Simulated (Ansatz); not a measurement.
The parent structure is BN in the zinc blende structure (space group F-43m, No. 216; a = 3.581 Å). Axes: x, y, z lie along the cube axes.

Computed with plane-wave PAW DFT at the LDA level (Ansatz, a first-principles code, 420 eV), spin-orbit coupling left out.

For the base:

- Smallest direct gap: 8.83 eV

It is then changed as follows: biaxial strain +2.50 %, plane normal [111], relaxed out of plane (Cartesian); in-plane vectors clamped, the third vector and the atoms free.

Estimate the effect on the smallest direct gap and ratio −ε⊥/ε∥.

The smallest direct gap shrinks by 0.53 eV (8.83 eV → 8.30 eV); the ratio −ε⊥/ε∥ comes out as 0.16.

Stability against distortions was not tested.
